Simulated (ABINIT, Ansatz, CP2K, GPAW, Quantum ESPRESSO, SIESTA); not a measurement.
## One structure in several programs: BiPt (P6_3/mmc, 4 atoms in the cell)

Self-consistent single point.

```xyz
4
Lattice="4.3968 0.0000 0.0000 -2.1984 3.8077 0.0000 0.0000 0.0000 5.5525" Properties=species:S:1:pos:R:3 pbc="T T T"
Bi     0.0000     2.5385     1.3881
Bi     2.1984     1.2692     4.1644
Pt     0.0000     0.0000     2.7762
Pt     0.0000     0.0000     0.0000
```

All programs got the same cell, k-point mesh and kind of occupations (in Ansatz's words: kpoints.mp_grid.grid = 7 7 5; scf.occupations.method = fermi_dirac; scf.occupations.width = 0.1 eV); potentials, basis and cutoffs are each program's usual ones.

| code | model | pressure (GPa) | k-points | cutoff |
|---|---|---|---|---|
| Ansatz | LDA (PW92), PAW files made with PBE | -5.81 | 24 | 420 eV |
| Quantum ESPRESSO | LDA (PW92), PseudoDojo standard norm-conserving (LDA) pseudopotentials | -6.02 | 24 | 85 Ry |
| CP2K | LDA (Pade form), GPW, DZVP-MOLOPT-SR-GTH basis, GTH-PADE potentials (GTH_POTENTIALS) | -12.19 | 123 | grid 500 Ry |
| SIESTA | LDA PW92, numerical atomic orbitals DZP, PseudoDojo LDA standard norm-conserving potentials (rewritten from UPF to PSML) | -6.52 | 123 | grid 350 Ry |
| GPAW | LDA (Perdew-Wang 92), GPAW PAW datasets LDA (gpaw-data 1.0.1) | -6.24 | 24 | 550 eV |
| ABINIT | LDA (PW92), PAW (JTH v2.0 LDA PAW) | -6.04 | 24 | 21 Ha |

The spread over the programs that give each value: pressure within 6.38 GPa.

The starting cell comes from a database of computed structures (which also holds hypothetical and non-ambient phases and stackings), without a prior relaxation at this level. Its lattice was rescaled by a random factor within 2.5 % of one. On Ansatz's run: Spin-orbit coupling is off. Spin polarisation is off. In the base run, with a pressure of about -6 GPa the cell is away from its equilibrium volume at this level.

**Question.** Why do the programs differ, and what cannot be compared?

**Answer.** Differences of this kind can come from the potentials, where these differ, and from what each basis and cutoff leave unconverged. The valence holds different numbers of electrons (Ansatz (a quantum-chemistry and plane-wave program) 66, Quantum ESPRESSO 66, CP2K 46, SIESTA 66, GPAW 62, ABINIT 50). The zero of total energies and Fermi levels follows the potentials and each program's conventions, so they are not compared here. CP2K and SIESTA use small atom-centred bases, whose incompleteness enters pressures, forces and empty levels differently from a plane-wave cutoff. Ansatz's pressure is given at a fixed set of plane waves, as the other plane-wave codes print theirs. The programs reduce the same mesh by symmetry to different extents, which changes the work and not the result. In the pressure, CP2K (by 6.16) lies more than 1 GPa from the median of the plane-wave programs.

Left out of this page: Elk and FLEUR (not drawn, or without a comparable value).

Keys are those of Ansatz 0.2.
